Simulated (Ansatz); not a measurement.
Take CdTe in the zinc blende structure (space group F-43m, No. 216) as the base.

```
CELL_PARAMETERS angstrom
      0.00000     3.27903     3.27903
      3.27903     0.00000     3.27903
      3.27903     3.27903     0.00000
ATOMIC_POSITIONS crystal
  Te 0.75000 0.75000 0.75000
  Cd 0.00000 0.00000 0.00000
```

Cartesian axes are those of the cell as printed.

Method: Ansatz (a quantum-chemistry and plane-wave program) r2SCAN, no spin-orbit coupling, earlier PAW set.

The change: the cell is compressed by 0.70 % along x with no lateral relaxation, atoms relaxed at fixed cell.

Task: Predict the stress tensor and what it implies for the stiffness.

Result: Stress of the strained cell less that of the base (GPa, compression positive):
```
   0.36    0.00    0.00
   0.00    0.25    0.00
   0.00    0.00    0.25
```

Then −Δσ_ii/ε with ε = -0.0070 gives relaxed-ion elastic constants: C11 ≈ 52 GPa.

No phonon test of stability was made.
